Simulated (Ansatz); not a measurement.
NaF (model structure, started from the CsCl type, Pm-3m, No. 221, 2 atoms in the cell), treated with PBEsol (PAW; Ansatz, an electronic-structure program).

Settings: plane-wave cutoff 520 eV, 12×12×12 k mesh, Fermi–Dirac smearing 0.01 eV, scalar-relativistic PAW data made under PBE.

Cell (relaxed at this level):

```xyz
2
Lattice="2.8166 0.0000 0.0000 0.0000 2.8166 0.0000 0.0000 0.0000 2.8166" Properties=species:S:1:pos:R:3 pbc="T T T"
Na     0.0000     0.0000     0.0000
F      1.4083     1.4083     1.4083
```

Q: What does this level give for the band gap and smallest direct gap on the k points sampled?

A: 
band gap: 5.84 eV (indirect)
smallest direct gap on the k points sampled: 6.17 eV

Note: the relaxation could raise the start's symmetry but not lower it, so the cell can be a saddle point.

Static lattice: no zero-point or thermal effects.

Cost on a shared machine: roughly 4 core-seconds.

A model structure was made by putting elements into a prototype or built by hand; it is no filed structure, need not be a known phase, and can be a saddle point held by its symmetry.
